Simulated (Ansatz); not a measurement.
La (P6_3/mmc): band-structure transport figures

```
CELL_PARAMETERS angstrom
      3.65570     0.00000     0.00000
     -1.82785     3.16593     0.00000
      0.00000     0.00000    11.75032
ATOMIC_POSITIONS crystal
  La 0.00000 0.00000 0.00000
  La 0.00000 0.00000 0.50000
  La 0.33333 0.66667 0.25000
  La 0.66667 0.33333 0.75000
```

All values below come from PBEsol, rigid bands (plane waves, PAW, scalar-relativistic; Ansatz, a quantum-chemistry and plane-wave program). Cell: cell and atoms relaxed with PBEsol.

```
Item                                                                Value
------------------------------------  -----------------------------------
density of states at the Fermi level    6.34 states/(eV·cell), both spins
bare Sommerfeld coefficient                      3.7 mJ/(mol of atoms·K²)
Drude plasma energy                          3.9 (x), 3.9 (y), 4.3 (z) eV
root-mean-square Fermi velocity                                 3.7e5 m/s
resistivity times τ                   32 (x), 32 (y), 26 (z) ×10⁻²² Ω·m·s
```

A metal at this level (no band gap); rigid bands, thermally averaged at 300 K, both spins. Spin-orbit coupling is left out. τ is one relaxation time for all states.
